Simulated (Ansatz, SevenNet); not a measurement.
For TiTe2 (model structure, started from the CdI2 type, P-3m1, No. 164, 3 atoms in the cell), the machine-learned potential SevenNet-l3i5 (trained on PBE and PBE+U data) gives:

```
Item                             Result
------------------------------  -------
equilibrium lattice constant a  3.773 Å
c axis length                   7.083 Å
```

Problem. What does r²SCAN in Ansatz (plane waves, PAW) give for the same quantities?

Solution. 
- lattice constant a: 3.802 Å (grows by 0.8 %)
- lattice parameter c: 6.899 Å (shrinks by 2.6 %)

Changes are worked out from the printed values.

Unless a cell is named, each level is at its own relaxed cell (SevenNet-l3i5 29.11, r²SCAN 28.79 Å³/atom).

Ansatz's density-functional and Hartree–Fock values are scalar-relativistic unless marked +SOC, with PAW data made under PBE.

A model structure was made by putting elements into a prototype or built by hand; here it ended with the formula and space group of a phase in our tables.

Ansatz is a program for electronic structure.
